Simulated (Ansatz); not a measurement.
Consider a periodic stack without vacuum, rock-salt TiC (1 1 0) on antifluorite Mg2Si (1 1 0) (film strained to the substrate, started from cuts of the bulks and a machine-learned relaxation; slabs Mg12Si6 and C12Ti12, which can lie off the formulas): substrate slab Mg12Si6, film C12Ti12, surface cells [[0, -1], [1, -1]] and [[1, 0], [1, 2]], film strained by +3.8 and +3.8 %, outermost planes MgSi/MgSi and CTi/CTi as cut, which need not be the usual terminations and can put a slab off its formula. Its start:

```
Mg2Ti2C2Si
1.0
    4.49948     0.00000    -0.02968
    4.49948     6.36323    -0.11574
    0.21689     2.84440    22.68245
Mg Si C Ti
12 6 12 12
Cartesian
  0.64527   1.15217   3.33657
  2.67736   0.70056   0.52611
  2.68333   3.78924   0.39298
  5.12548   4.45143   2.99227
  0.68833   1.51551   7.69701
  2.91444   1.37921   5.36970
  2.93033   4.59368   5.31010
  5.19693   4.65710   7.60816
  5.09001   7.92722  12.46267
  2.93674   1.59894   9.82329
  2.93364   4.65519   9.81343
  5.08821   4.84153  12.51508
  7.36900   6.02280   3.01568
  4.92950   2.56045   1.18181
  7.44798   6.24672   7.50591
  5.17831   3.00009   5.40018
  7.33289   6.35595  11.71355
  5.17392   3.13270   9.92782
  5.07751   6.42428  14.11792
  5.07635   3.23782  14.03617
  2.83303   4.82734  15.58390
  7.33196   8.06144  15.51234
  5.08874   3.28754  17.09483
  5.08917   6.46381  17.05186
  7.34773   8.07381  18.51888
  2.84800   4.90645  18.59021
  5.11005   6.53446  20.06774
  5.11054   3.31264  20.09555
  2.87331   4.95353  21.53441
  7.37358   8.17921  21.57124
  5.08230   4.85130  15.55093
  5.08265   8.04052  15.50451
  7.32786   6.42575  14.22533
  2.82739   3.24261  14.28361
  5.09828   8.07828  18.47977
  5.09857   4.89608  18.52434
  2.83969   3.28695  17.16945
  7.33928   6.46879  17.09029
  5.12160   4.94556  21.39481
  5.12101   8.13811  21.36484
  7.36070   6.49862  20.04836
  2.86176   3.31649  20.15570
```

The start was prepared with a machine-learned potential, and the result is one local minimum, with the in-plane cell held and forces under 0.04 eV/Å; the film can end far from its bulk form.

The numbers are results of PBE (plane waves to 420 eV, PAW; Ansatz, a quantum-chemistry and plane-wave program), not measurements. No spin–orbit coupling; the runs are not spin-polarised; PBE gaps are too small against experiment. Its k-point mesh 7×4×1, Fermi–Dirac width 0.05 eV.

Task: Predict the relaxed interface.

Result: 
- interface area: 28.6 Å²
- period: 22.99 Å
- heights between the nearest atoms of the two slabs at the two interfaces: 1.53 and 1.53 Å
- Mg–Ti contacts across the interfaces within 1.22 times the sum of covalent radii: 20, mean 3.24 Å
- C–Mg contacts across the interfaces within 1.22 times the sum of covalent radii: 8, mean 2.29 Å
- Si–Ti contacts across the interfaces within 1.22 times the sum of covalent radii: 2, mean 2.50 Å
